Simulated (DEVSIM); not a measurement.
Structure: Au/La2O3/SiO2/n-Si capacitor, at 450 K.

Layer 1 from the left is La2O3, thickness (nm) 4.30. Layer 2 from the left is SiO2, thickness (nm) 0.640. Layer 3 from the left is Si, thickness (nm) 720, Nd (cm⁻³) 6.3e17.

Metal gate on the left, work function 5.1 eV. Fixed charge at the semiconductor interface 4.7e11 cm⁻² (in units of +e); no interface traps.

The device is made up for the run: typed textbook-type constants, with dimensions and the other settings drawn at random. Values at 300 K; Nc and Nv go as T^1.5, mobilities as T to minus their exponent, the gap by Varshni's rule with the affinity fixed.

La2O3: gap (eV) 5.8, affinity (eV) 1.8, permittivity 27. SiO2: gap (eV) 9, affinity (eV) 0.9, permittivity 3.9. Si: gap (eV) 1.124, affinity (eV) 4.05, permittivity 11.7, Nc (cm⁻³) 2.86e19, Nv (cm⁻³) 3.1e19, Varshni α (eV/K) 0.000473, Varshni β (K) 636.

DEVSIM, 1D Poisson equation in equilibrium, Boltzmann statistics, complete ionisation; no quantum confinement or tunnelling. Metal contacts follow the ideal Schottky-Mott rule: no Fermi-level pinning, no interface dipoles.

Task: What does the simulation give for the minimum of the low-frequency capacitance, the threshold voltage (band bending 2φF), the flat-band voltage?

Result: minimum of the low-frequency capacitance 0.282 μF/cm²; threshold voltage (band bending 2φF) -0.03 V; flat-band voltage 0.85 V.
